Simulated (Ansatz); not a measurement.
Ti₂B₂Si (model structure, started from the Fe2AlB2 type, Cmmm, No. 65, 5 atoms in the cell) was calculated with PBEsol in Ansatz (plane waves, PAW).

Input:

Ansatz 0.2 input:
```yaml
crystal:
  lattice:
    - [1.5207813219, -5.2451451216, 0.0]
    - [1.5207813219, 5.2451451216, 0.0]
    - [0.0, 0.0, 3.3816818282]
  atoms:
    - { symbol: Si, position: [0.0, 0.0, 0.0] }
    - { symbol: Ti, position: [0.364248307, 0.635751693, 0.5] }
    - { symbol: Ti, position: [0.635751693, 0.364248307, 0.5] }
    - { symbol: B, position: [0.2075413095, 0.7924586905, 0.0] }
    - { symbol: B, position: [0.7924586905, 0.2075413095, 0.0] }
basis:
  ecutwfc: 520
  ecutrho_ratio: 4
  xc_grid: 2
kpoints:
  mp_grid: { grid: [18, 18, 18] }
hamiltonian:
  xc: pbesol
  dispersion: none
  pseudopotentials: { kind: paw }
scf:
  occupations: { method: fermi_dirac, width: 0.05 }
output:
  forces: true
  stress: true
  eigenvalues: true
relax:
  f_tol: 0.004
  escape_saddle: false
  max_steps: 80
  cell: { stress_tol: 0.02, fix: [volume] }
```

The run printed, among other lines:

```
Relaxation: its limit of steps is 80 (relax.max_steps)
Crystal: 5 atoms, lattice volume = 53.949 Å³
Basis set: ecut = 520 eV, 1439 PW (Γ), exchange–correlation on 90×90×54 points (8 copies of the dense FFT grid, shifted against one another)
Bands: 22, of which v1, the nominal top of the filled ones, is band 17 counted from 1 (16 counted from 0)
Symmetry: 8 space group operations
Space group: Cmmm (ITA 65), of the structure as read, at distance tolerance 3.8e-5 Å
k-points: 910 of 5832
Functional: x = pbesol(κ = 0.804, μ = 0.12345679012345678), c = pbesol(β = 0.046)
SCF iter   1: F=—  HF=-5878.730818 eV  |F-HF|=—  |Δ(HF+E_count)|=         —  Δρ=9.15e-3  dr2=7.59e-2
SCF iter   2: F=—  HF=-5878.716629 eV  |F-HF|=—  |Δ(HF+E_count)|=   1.42e-2  Δρ=4.70e-3  dr2=2.04e-2
  ...
SCF 1 converged in 6 iterations: F = -5878.710736 eV  dr2 = 6.90e-8
Crystal: 5 atoms, lattice volume = 53.949 Å³
Initial density: handed on by an earlier stage of this run
SCF 2 converged in 6 iterations: F = -5878.711098 eV  dr2 = 2.45e-10
Crystal: 5 atoms, lattice volume = 53.949 Å³
SCF 3 converged in 6 iterations: F = -5878.711166 eV  dr2 = 1.97e-11
Crystal: 5 atoms, lattice volume = 53.949 Å³
SCF 4 converged in 6 iterations: F = -5878.711191 eV  dr2 = 4.27e-12
Crystal: 5 atoms, lattice volume = 53.949 Å³
SCF 5 converged in 6 iterations: F = -5878.711193 eV  dr2 = 1.20e-12
Crystal: 5 atoms, lattice volume = 53.949 Å³
SCF iter   6: F=-5878.711193 eV  HF=-5878.711193 eV  |F-HF|=3.64e-12  |Δ(HF+E_count)|=  9.09e-13  Δρ=2.87e-9  dr2=1.89e-15
SCF iter   7: F=-5878.711193 eV  HF=-5878.711193 eV  |F-HF|=0.00e0  |Δ(HF+E_count)|=  9.09e-13  Δρ=9.33e-10  dr2=1.61e-16
SCF 6 converged in 7 iterations: F = -5878.711193 eV  dr2 = 1.61e-16
SCF converged after 7 iterations
Free energy (F): -5878.711193 eV
Internal energy: -5878.682208 eV  (E = F + TS)
E sigma→0 (E₀):  -5878.696701 eV
Fermi energy:    14.594697 eV
--- Forces (eV/Å), atoms counted from 1 ---
  atom   1  Si     0.00000000     0.00000000     0.00000000
  atom   2  Ti     0.00000000     0.00007130     0.00000000
  atom   3  Ti     0.00000000    -0.00007130     0.00000000
  atom   4  B      0.00000000     0.00023575     0.00000000
  atom   5  B      0.00000000    -0.00023575     0.00000000
--- Stress (GPa, compression-positive) ---
       -3.886316       0.000000       0.000000
        0.000000      -3.878289       0.000000
        0.000000       0.000000      -3.879119
  P = ⅓ Tr σ = -3.8812 GPa (-38.812 kbar)
```

The cell is one volume of an energy–volume scan, off the minimum.

The PAW data were made under PBE.

Note: the run has no spin polarisation, so it can have missed a magnetic state. Note: the relaxation could raise the start's symmetry but not lower it, so the cell can be a saddle point.

A model structure was made by putting elements into a prototype or built by hand; it is no filed structure, need not be a known phase, and can be a saddle point held by its symmetry.

Ansatz is an electronic-structure program.
